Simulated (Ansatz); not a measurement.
Gap of an armchair WS2 nanoribbon, N = 8, bare edges at several levels, all on one geometry.

Levels: PBE (plane waves to 420 eV, PAW; Ansatz, a first-principles code); Ansatz with PBE with spin-orbit coupling; r2SCAN (plane waves to 500 eV, PAW; Ansatz). Unmarked values and the geometry are of the first. Mesh 1×1×6. No spin polarisation, so a magnetic state wasn't tested. Isolated but for its images some 11 Å away. An idealised model, cut from the flat sheet. It keeps the symmetry and period of its start, so it need not be a minimum against all distortions. Values not marked SOC lack spin–orbit coupling.

```csv
level,gap (eV)
PBE,0.47
PBE+SOC,…
r2SCAN,0.66
```

Question: Some entries are withheld; supply them.

Answer: 
- PBE+SOC, gap (eV): 0.44
